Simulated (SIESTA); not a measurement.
**SIESTA run on Ir (Fm-3m, 1 atom in the cell): self-consistent single point**

Method of the run: GGA PBE, numerical atomic orbitals DZP, PseudoDojo PBE standard norm-conserving potentials (rewritten from UPF to PSML) run with SIESTA.

The input file:

```
# files in the folder: Ir.psml (PseudoDojo PBE standard)
SystemName  Ir
SystemLabel siesta

NumberOfAtoms                1
NumberOfSpecies              1
%block ChemicalSpeciesLabel
  1 77 Ir
%endblock ChemicalSpeciesLabel
LatticeConstant              1.0 Bohr
%block LatticeVectors
     0.000000000    3.628274159    3.628274159
     3.628274159    0.000000000    3.628274159
     3.628274159    3.628274159    0.000000000
%endblock LatticeVectors
AtomicCoordinatesFormat      Ang
%block AtomicCoordinatesAndAtomicSpecies
     0.000000000    0.000000000    0.000000000  1
%endblock AtomicCoordinatesAndAtomicSpecies

XC.functional                GGA
XC.authors                   PBE
PAO.BasisSize                DZP
PAO.EnergyShift              0.005 Ry
MeshCutoff                   350 Ry
%block kgrid.MonkhorstPack
   10   0   0  0.0
    0  10   0  0.0
    0   0  10  0.0
%endblock kgrid.MonkhorstPack
OccupationFunction           FD
ElectronicTemperature        100.0 meV

MaxSCFIterations             150
SCF.Mixer.Method             Broyden
SCF.Mixer.Weight             0.2
SCF.Mixer.History            6
SCF.DM.Tolerance             1.0E-05
Diag.ParallelOverK           true
WriteForces                  true
Charge.Mulliken              end
```

The program printed (abridged):

```
reinit: Reading from file input.fdf

reinit: System Name: Ir
reinit: System Label: siesta

coor:   Atomic-coordinates input format  =     Cartesian coordinates
coor:                                          (in Angstroms)

siesta: Atomic coordinates (Bohr) and species
siesta:      0.00000   0.00000   0.00000  1        1

siesta: System type = bulk

initatomlists: Number of atoms, orbitals, and projectors:      1    19    32

siesta: ******************** Simulation parameters ****************************
redata: Spin configuration                          = none
redata: Time-Reversal Symmetry                      = T
redata: Number of Atomic Species                    =        1
redata: Mesh Cutoff                                 =   350.0000 Ry
redata: Net charge of the system                    =     0.0000 |e|
redata: Min. number of SCF Iter                     =        0
redata: Max. number of SCF Iter                     =      150
redata: SCF convergence failure will abort job
redata: SCF mix quantity                            = Hamiltonian
redata: Mix DM or H after convergence               =   F
redata: Recompute H after scf cycle                 =   F
redata: Mix DM in first SCF step                    =   T
redata: No kicks to SCF
redata: DM Mixing Weight for Kicks                  =     0.5000
redata: Require Harris convergence for SCF          =   F
redata: Harris energy tolerance for SCF             =     0.000100 eV
redata: Require DM convergence for SCF              =   T
redata: DM tolerance for SCF                        =     0.000010
redata: Require EDM convergence for SCF             =   F
redata: EDM tolerance for SCF                       =     0.001000 eV
redata: Require H convergence for SCF               =   T
redata: Hamiltonian tolerance for SCF               =     0.001000 eV
redata: Require (free) Energy convergence for SCF   =   F
redata: (free) Energy tolerance for SCF             =     0.000100 eV
redata: Using DFT-D3 dispersion                     =   F
redata: Using Saved Data (generic)                  =   F
redata: Method of Calculation                       = Diagonalization
redata: Electronic Temperature                      =  1160.4518 K
redata: Number of TDED substeps                     =        3
redata: Dynamics option                             = Single-point calculation
redata: Save all siesta data in one NC              =   F
redata: ***********************************************************************

%block SCF.Mixers
  Broyden
%endblock SCF.Mixers

%block SCF.Mixer.Broyden
  # Mixing method
  method broyden

  # Mixing options
  weight 0.2000
  weight.linear 0.2000
  weight.prime 0.2000
  history 6
%endblock SCF.Mixer.Broyden

DM_history_depth set to one: no extrapolation allowed by default for geometry relaxation
Size of DM history Fstack: 1
Total number of electrons:    17.000000
Total ionic charge:    17.000000

* ProcessorY, Blocksize:    1  20

* Orbital distribution balance (max,min):    19    19

k-point displ. along   1 input, could be:     0.00    0.50
k-point displ. along   2 input, could be:     0.00    0.50
k-point displ. along   3 input, could be:     0.00    0.50
 Kpoints in:          600 . Kpoints trimmed:          560

siesta: k-grid: Number of k-points = 560
siesta: k-points from Monkhorst-Pack grid
siesta: k-cutoff (effective) =    13.576 Ang
siesta: k-point supercell and displacements
siesta: k-grid:    10     0     0      0.000
siesta: k-grid:     0    10     0      0.000
siesta: k-grid:     0     0    10      0.000

diag: Algorithm                                     = D&C
diag: Parallel over k                               =   F
diag: Use parallel 2D distribution                  =   F
diag: Parallel block-size                           = 20
diag: Parallel distribution                         =     1 x     1
diag: Used triangular part                          = Lower
diag: Absolute tolerance                            =  0.100E-15
diag: Orthogonalization factor                      =  0.100E-05
diag: Memory factor                                 =  1.0000

superc: Internal auxiliary supercell:     7 x     7 x     7  =     343
superc: Number of atoms, orbitals, and projectors:    343   6517  10976

                        Single-point calculation

superc: Internal auxiliary supercell:     7 x     7 x     7  =     343
superc: Number of atoms, orbitals, and projectors:    343   6517  10976

outcell: Unit cell vectors (Ang):
        0.000000    1.920000    1.920000
        1.920000    0.000000    1.920000
        1.920000    1.920000    0.000000

outcell: Cell vector modules (Ang)   :    2.715290    2.715290    2.715290
outcell: Cell angles (23,13,12) (deg):     60.0000     60.0000     60.0000
outcell: Cell volume (Ang**3)        :     14.1558
new_DM -- step:     1
Initializing Density Matrix...

Attempting to read DM from file... Failed...
DM filled with atomic data:

InitMesh: MESH = 30 x 30 x 30 = 27000
InitMesh: Mesh cutoff (required, used) =   350.000   506.062 Ry

stepf: Fermi-Dirac step function

        iscf     Eharris(eV)        E_KS(eV)     FreeEng(eV)     dDmax    Ef(eV) dHmax(eV)
   scf:    1    -3148.161015    -3131.820121    -3131.849083  2.861579 -0.342261  6.799989
   scf:    2    -3133.015738    -3132.452051    -3132.482065  0.312446 -0.970390  4.306183
   scf:    3    -3133.064792    -3132.857900    -3132.890969  0.494879 -2.043396  0.062127
   scf:    4    -3132.858416    -3132.858167    -3132.891254  0.004023 -2.036394  0.054097
   scf:    5    -3132.858474    -3132.858342    -3132.891566  0.012899 -2.031800  0.023993
   scf:    6    -3132.858282    -3132.858313    -3132.891573  0.003714 -2.035358  0.004827
   [... 10 lines left out ...]
   scf:   17    -3132.858308    -3132.858308    -3132.891573  0.000019 -2.038244  0.000142
   scf:   18    -3132.858308    -3132.858308    -3132.891573  0.000015 -2.038271  0.000118
   scf:   19    -3132.858308    -3132.858308    -3132.891573  0.000013 -2.038293  0.000097
   scf:   20    -3132.858308    -3132.858308    -3132.891573  0.000010 -2.038311  0.000079
   scf:   21    -3132.858308    -3132.858308    -3132.891573  0.000008 -2.038325  0.000064

SCF Convergence by DM+H criterion
max |DM_out - DM_in|         :     0.0000083053
max |H_out - H_in|      (eV) :     0.0000640732
SCF cycle converged after 21 iterations

Using DM_out to compute the final energy and forces

siesta: E_KS(eV) =            -3132.8583

siesta: E_KS - E_eggbox =     -3132.8583

siesta: Atomic forces (eV/Ang):
     1    0.000000   -0.000000   -0.000000
   Tot    0.000000   -0.000000   -0.000000
   Max    0.000000
   Res    0.000000    sqrt( Sum f_i^2 / 3N )
   Max    0.000000    constrained

Stress tensor Voigt[x,y,z,yz,xz,xy] (kbar):     -103.90     -103.90     -103.90       -0.05       -0.05       -0.05
(Free)E + p*V (eV/cell)    -3131.9736
Target enthalpy (eV/cell)    -3132.8916

siesta: Program's energy decomposition (eV):
siesta: Ebs     =      -557.833326
siesta: Eions   =      4168.236943
siesta: Ena     =       557.590073
siesta: Ekin    =       875.411201
siesta: Enl     =       159.984157
siesta: Eso     =         0.000000
siesta: Edftu   =         0.000000
siesta: DEna    =        36.464867
siesta: DUscf   =         0.929020
siesta: DUext   =         0.000000
siesta: Ex      =      -557.703691
siesta: Ec      =       -37.296991
siesta: Exc     =      -595.000683
siesta: Eharris =     -3132.858308
siesta: Etot    =     -3132.858308
siesta: FreeEng =     -3132.891573

siesta: Stress tensor (static) (eV/Ang**3):
siesta:    -0.064846   -0.000032   -0.000032
siesta:    -0.000032   -0.064846   -0.000032
siesta:    -0.000032   -0.000032   -0.064846

siesta: Cell volume =         14.155776 Ang**3

siesta: Pressure (static):
siesta:                Solid            Molecule  Units
siesta:           0.00070627          0.00070627  Ry/Bohr**3
siesta:           0.06484636          0.06484636  eV/Ang**3
siesta:         103.89531813        103.89531813  kBar

mulliken: Atomic and Orbital Populations:

Species: Ir
Atom  Qatom  Qorb
               5s      6s      6s      5py     5pz     5px     6py     6pz
               6px     5dxy    5dyz    5dz2    5dxz    5dx2-y2 5dxy    5dyz
               5dz2    5dxz    5dx2-y2
   1 17.000   1.980   1.986  -0.887   1.978   1.978   1.978   0.198   0.198
              0.198   1.543   1.543   1.738   1.543   1.738  -0.139  -0.139

             -0.147  -0.139  -0.147

mulliken: Qtot =       17.000

Mulliken Atomic Populations:
Atom #   charge [q] valence [e]  Species
     1    -0.000000   17.000000  Ir
 Total    -0.000000
```

The run converged in 21 iterations.

The starting cell has typed, rounded lattice constants, without a prior relaxation at this level. Spin polarisation is off. Values carry the incompleteness of an atom-centred basis. With a pressure of about 10 GPa the cell is away from its equilibrium volume at this level.

Cost on one core of a shared machine: roughly 40 s.
